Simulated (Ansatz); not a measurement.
```
CELL_PARAMETERS angstrom
      3.60883     3.60883     3.59423
      3.60212    -3.60212     3.59423
      3.60212    -3.60212    -3.59423
ATOMIC_POSITIONS crystal
  Cu 0.00019 0.75118 0.75137
  Cu 0.25000 0.99854 0.74988
  Zn 0.99350 0.50325 0.49675
  Zn 0.50650 0.24675 0.75325
  Cu 0.25000 0.75146 0.50012
  Cu 0.75000 0.50121 0.75121
  Cu 0.00019 0.24863 0.24882
  Cu 0.49981 0.99882 0.49863
  Cu 0.25000 0.49988 0.24854
  Cu 0.75000 0.24879 0.49879
  Cu 0.49666 0.75167 0.24833
  Cu 0.00334 0.99833 0.00167
  Cu 0.25000 0.25012 0.00146
  Cu 0.75000 0.00121 0.25121
  Cu 0.49981 0.50137 0.00118
  Cu 0.75000 0.74879 0.99879
```

The mixing enthalpy is taken against the end members in the face-centred cubic type (which need not be the stable form of Cu and Zn), relaxed in the same cell and mesh.

The numbers are results of r2SCAN (plane waves to 500 eV, PAW; Ansatz, a first-principles code), not measurements. Spin–orbit coupling is left out. Its k-point mesh 6×6×6, Fermi–Dirac width 0.05 eV.

Give the composition and order of this alloy cell, and its volume, bond lengths and mixing enthalpy.

A 16-atom cell of (Cu,Zn) started in the face-centred cubic structure, site fractions Cu 0.875, Zn 0.125, short-range order -0.05 in the first shell of the mixed sites (0 is random, a negative value favours unlike neighbours), space group Fmmm at the end, an ordered arrangement that its symmetry holds.
- volume per atom: 11.68 Å³
- Cu–Cu bonds: 2.544 Å on average, from 2.518 to 2.572 (73)
- Cu–Zn bonds: 2.552 Å on average, from 2.535 to 2.570 (22)
- Zn–Zn bonds: 2.618 Å on average, from 2.618 to 2.618 (1)
- mixing enthalpy per site of the mixed sublattice: -32 meV
- departure of the mean lattice parameter from Vegard's line: -0.3 %
